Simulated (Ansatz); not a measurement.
## Effect of Mo → Ru on MoSi2

Start from MoSi₂ (space group P6_222, No. 180; a = 4.585 Å, c = 6.578 Å; a cell from a computed database, its experimental status unchecked).

Now apply this change: Ru takes the place of Mo on all its sites; the structure is relaxed again.

Method: r2SCAN/PAW in Ansatz (a first-principles code), scalar-relativistic without spin-orbit coupling, earlier PAW set. k-mesh 12×12×7 (Γ-centred); smearing 0.05 eV (Fermi–Dirac), for the changed cell.

```yaml
volume_per_atom: 12.93 Å³ (base 13.30 Å³)
density: 6.73 g/cm³ (base 6.33 g/cm³)
lattice_parameter_a: 4.414 Å (base 4.585 Å)
c/a ratio: 1.563 (base 1.435)
band_gap: zero (base 0.16 eV)
```

Final structure:

```
RuSi2
1.0
    4.41448     0.00000     0.00000
   -2.20724     3.82305     0.00000
    0.00000     0.00000     6.89765
Si Ru
6 3
Direct
  0.16957   0.83043   0.83333
  0.33915   0.16957   0.16667
  0.16957   0.33915   0.50000
  0.83043   0.16957   0.83333
  0.66085   0.83043   0.16667
  0.83043   0.66085   0.50000
  0.50000   0.00000   0.50000
  0.50000   0.50000   0.83333
  0.00000   0.50000   0.16667
```

Cost of the whole job for the changed cell (relaxation, final SCF and bands): about 13 core-minutes (a rough figure).

Whether these cells are dynamically stable was not tested. As relaxed here, RuSi2 is a hypothetical phase, not in the database extracts checked. All final runs are without spin polarisation. RuSi2 has a high density of states at the Fermi level and may be magnetic at this level. The zero or small gap of MoSi2 can change with the level of theory.
